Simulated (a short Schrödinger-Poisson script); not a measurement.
System: MOS inversion layer, SiO2 on p-type InP, at 400 K.

```csv
layer,material,thickness (nm),Na (cm⁻³)
1,SiO2,3.2,-
2,InP,300,2.5e18
```

Constants are typed, rounded textbook-type inputs, not results; the design itself was drawn at random and stands for no fabricated device. SiO2: permittivity 3.9, conduction-band edge (eV) 3.48, gap (eV) 9, electron mass (mₑ) 0.5. InP: permittivity 12.5, conduction-band edge (eV) 0, gap (eV) 1.344, Nv at 300 K (cm⁻³) 1.1e19.

Channel valleys (confinement mass, in-plane density-of-states mass, number): Γ 0.08, 0.08, 1. At the gate the conduction-band edge of layer 1 lies 3.9 eV − eVg above the Fermi level of the channel; the field vanishes at the back. Gaps are held at their typed values at every temperature. Mesh 0.03 nm at interfaces.

Solved with a short Schrödinger-Poisson script written for these runs: 1D Poisson equation in equilibrium, electrons quantum, Hartree (BenDaniel-Duke, 12 states a valley, the channel's in-plane mass for all, wave functions free to enter the dielectric), parabolic valleys, classical holes, full ionisation, no traps, pinning or gate leakage.

The same stack at other levels of the model or other numerical settings:

```tsv
run	sheet density of all electrons at Vg = 3.6 V (cm⁻²)	sheet density of all electrons at Vg = 1.8 V (cm⁻²)	capacitance at Vg = 3.6 V (μF/cm²)	centroid of the channel electrons at Vg = 3.6 V (nm)	rough cost against the base
base	8.78e12	2.65e11	0.848	1.60	about 1
electrons treated as classical, Boltzmann	1.28e13	1.47e12	1.05	0.26	0.05
electrons treated as classical, Fermi-Dirac	9.06e12	8.55e11	0.846	1.31	0.3
electrons treated as quantum, Hartree plus LDA exchange-correlation	9.01e12	3.10e11	0.853	1.58	2
mesh six times as coarse	8.69e12	2.34e11	0.845	1.64	0.3
one subband a valley	8.75e12	2.65e11	0.842	1.58	0.5
```

The classical rows ignore confinement, and Boltzmann statistics overrate the density once the band edge passes the Fermi level.

Above a few 1e12 electrons/cm² a light Γ valley is non-parabolic and upper valleys begin to fill, which the model leaves out.
